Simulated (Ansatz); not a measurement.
Consider CdTe in the zinc blende structure (space group F-43m, No. 216; a = 6.558 Å). Axes: x, y, z lie along the cube axes.

One thing is altered: biaxial strain −4.30 %, plane normal [001], relaxed out of plane (Cartesian); in-plane vectors clamped, the third vector and the atoms free.

Levels (all Ansatz, a first-principles code, PAW): r2SCAN (500 eV, no spin-orbit coupling); HSE06 (420 eV, no spin-orbit coupling).

The geometry is relaxed with r2SCAN.

| Quantity | Value |
|---|---|
| r2SCAN lowest conduction level above the VBM at special points | Γ 1.11 eV; N 2.02 eV; X 2.63 eV |

Task: What does HSE06 give at this geometry for the lowest conduction level above the VBM at special points?

Result: The lowest conduction level above the VBM at special points becomes Γ 1.45 eV; N 2.42 eV; X 3.04 eV (r2SCAN: Γ 1.11 eV; N 2.02 eV; X 2.63 eV).

Single points use the geometry relaxed with r2SCAN. The levels and masses belong to the bands next to the band gap. Stability against distortions was not tested. k-point labels follow each cell's own Brillouin zone.
